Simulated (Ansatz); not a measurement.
Base system: Nb in the bcc (W type) structure (space group Im-3m, No. 229; a = 3.271 Å). Axes: x, y, z lie along the cube axes.

Computed with PBEsol/PAW in Ansatz (a first-principles code), no SOC.

For the base:

The shortest interatomic distance is 2.833 Å.

The change: the cell is compressed by 4.35 % along y with no lateral relaxation; the atoms relax in the strained cell.

**Question.** What does the calculation give for the energy relative to the base and shortest interatomic distance after the change?

**Answer.** The energy rises by 29 meV/atom; the shortest interatomic distance drops by 0.040 Å to 2.793 Å.

Without a gap, meshes like the base's 20×20×20 leave anisotropic stresses uncertain by several tenths of a GPa, and small strain energies with them. Whether these cells are dynamically stable was not tested. The final runs are not spin-polarised.
